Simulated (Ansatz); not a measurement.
Consider InAs in the zinc blende structure (space group F-43m, No. 216).

```yaml
crystal:
  lattice:
    - [0.00000, 3.05455, 3.05455]
    - [3.05455, 0.00000, 3.05455]
    - [3.05455, 3.05455, 0.00000]
  atoms:
    - { symbol: As, position: [0.75000, 0.75000, 0.75000] }
    - { symbol: In, position: [0.00000, 0.00000, 0.00000] }
```

Calculations: r2SCAN, PAW, 500 eV (Ansatz, a quantum-chemistry and plane-wave program; without spin-orbit coupling).

Before the change:

| Property | Value |
|---|---|
| Pressure | 0.0 GPa |
| Band gap | 0.08 eV |

Now apply this change: the cell is scaled by 1.0524 in all directions; the atoms relax in the strained cell.

**Question.** Estimate the effect on the energy relative to the base.

**Answer.** The energy goes up by 104 meV/atom.

**Question.** What does the calculation give for the pressure after the change?

**Answer.** The pressure goes from zero to -6.1 GPa.

**Question.** What happens to the band gap?

**Answer.** The band gap goes from 0.08 eV to zero.

Whether these cells are dynamically stable was not tested. All final runs are without spin polarisation. The zero or small gap of InAs can change with the level of theory.
